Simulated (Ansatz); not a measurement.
Consider an 8-atom supercell of InP in the zinc blende structure (space group F-43m, No. 216) at its relaxed geometry.

```yaml
crystal:
  lattice:
    - [-5.90701, 0.00000, 0.00000]
    - [0.00000, 0.00000, 5.90701]
    - [0.00000, 5.90701, 0.00000]
  atoms:
    - { symbol: P, position: [0.25000, 0.75000, 0.75000] }
    - { symbol: P, position: [0.75000, 0.75000, 0.25000] }
    - { symbol: P, position: [0.75000, 0.25000, 0.75000] }
    - { symbol: P, position: [0.25000, 0.25000, 0.25000] }
    - { symbol: In, position: [0.00000, 0.00000, 0.00000] }
    - { symbol: In, position: [0.50000, 0.00000, 0.50000] }
    - { symbol: In, position: [0.50000, 0.50000, 0.00000] }
    - { symbol: In, position: [0.00000, 0.50000, 0.50000] }
```

Method: r2SCAN (Ansatz, a program for electronic structure, PAW, scalar-relativistic without spin-orbit coupling).

For the base:

| Property | Result |
|---|---|
| Pressure | 0.0 GPa |
| Mean distance from the defect site to its nearest host atoms | 2.56 Å |

One thing is altered: one P atom is replaced by Rh, atoms relaxed at fixed cell, starting from a slightly rattled geometry.

Tabulated Pauling electronegativity and covalent radius: P 2.19, 1.07 Å; Rh 2.28, 1.42 Å.

Q: How does this affect the pressure?

A: The pressure goes from zero to 0.9 GPa.

Q: Estimate the effect on the mean distance from the defect site to its nearest host atoms.

A: The mean distance from the defect site to its nearest host atoms goes up by 0.02 Å (2.56 Å → 2.58 Å).

Q: What does the calculation give for the largest displacement of a host atom from its site in the perfect cell after the change?

A: The largest displacement of a host atom from its site in the perfect cell comes out as 0.05 Å.

Other magnetic orders, which the real material may have, were not ruled out. In so small a cell the defect repeats every few ångströms: this is an ordered compound, not a dilute defect. Seeded moments were not kept for Rh on a P site. The defect cell is spin-polarised and ends with 0.0 μB.
